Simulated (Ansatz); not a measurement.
Bond-angle distributions (per cent of the angles at each element, bins of 10°) of a relaxed model of amorphous In24O38Hf at 6.62 g/cm³. Method: PBE, scalar-relativistic without spin-orbit coupling (plane waves to 420 eV, PAW; Ansatz, an electronic-structure program).

A CHGNet melt-quench gave the starting glass, which DFT then relaxed. O atoms were pushed apart under 1.9 Å during the dynamics, to hinder bonds among them. The hot cell started wider than the set density and was brought back towards it in steps. It is the lowest in DFT energy of 2 quenches. It is a model cell: composition and starting density were chosen by hand, and all elements were melted together. No dispersion term was used. Its density started from a set value of 6.62 and ended at 6.62 g/cm³. The quench (nominally 280 K/ps over its main leg) was far faster than any real one, so the model tends to hold more defects than a real film. Values belong to this one cell and scatter from quench to quench. The volume was held where the preparation left it and the shape relaxed, at a PBE pressure of -1.4 GPa (tension). Stress components on the final sampling reach 1.5 GPa. On a 2×2×2 Γ-centred mesh force components of up to 0.17 eV/Å stay, since the relaxation ran on the zone centre alone.

Bonds are counted up to In-In 3.12 Å, In-O 2.86 Å, In-Hf 3.23 Å, O-O 1.58 Å, O-Hf 2.65 Å, Hf-Hf 3.34 Å. Two cations that share two anions don't count as bonded, nor two that share one unless they lie closer than In-In 3.04 Å, In-Hf 3.15 Å, Hf-Hf 3.25 Å.

```csv
angle (°),at In,at O
50-60,0,0
60-70,2,0
70-80,21,2
80-90,21,6
90-100,14,31
100-110,11,20
110-120,6,10
120-130,6,15
130-140,4,11
140-150,4,2
150-160,6,1
160-170,4,2
170-180,2,1
```

They go with these counts of neighbours within the cut-offs, cation contacts included: In mean 5.7, most often 6; O mean 3.7, most often 4.
